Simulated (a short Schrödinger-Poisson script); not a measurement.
Solved with a short Schrödinger-Poisson script written for these runs: one-band effective-mass equation with BenDaniel-Duke matching, electrons, heavy and light holes apart, hard walls at the outer ends, one valence edge for both holes (no strain splitting), no charge, excitons, band mixing or non-parabolicity; under a field the levels are quasi-bound states of a box, listed while three quarters of their weight lies within 4 nm of the wells.

Structure: single In0.4Ga0.6N/GaN quantum well.

From the first side: 12 nm GaN; 5 nm In0.4Ga0.6N, built-in field 5400 kV/cm; 12 nm GaN.

The device is made up for the run: typed textbook-type constants, with dimensions and the other settings drawn at random. In0.4Ga0.6N: direct gap (eV) 2.014, conduction-band edge (eV) 0, electron mass (mₑ) 0.148, heavy-hole mass 1.7, light-hole mass 0.3. GaN: direct gap (eV) 3.43, conduction-band edge (eV) 0.991, electron mass (mₑ) 0.2, heavy-hole mass 1.9, light-hole mass 0.33.

The valence-band edge of each layer lies one gap below its conduction-band edge. The electron's potential energy rises along the stack by the applied field and, inside the well alone, by the built-in field (unscreened; none in the barriers). Mesh 0.03 nm at interfaces.

### Question
Give the e1-hh1 transition at zero applied field (eV); the shift of e1-hh1 at 230 kV/cm (meV); the squared e1-hh1 overlap at zero applied field.

### Answer
e1-hh1 transition at zero applied field (eV): 0.260; shift of e1-hh1 at 230 kV/cm (meV): -98.8; squared e1-hh1 overlap at zero applied field: 1e-6. Excitons, screening of the built-in field, fields in the barriers and alloy fluctuations are left out, and strain enters only through the typed gaps and offsets, so measured lines lie elsewhere.
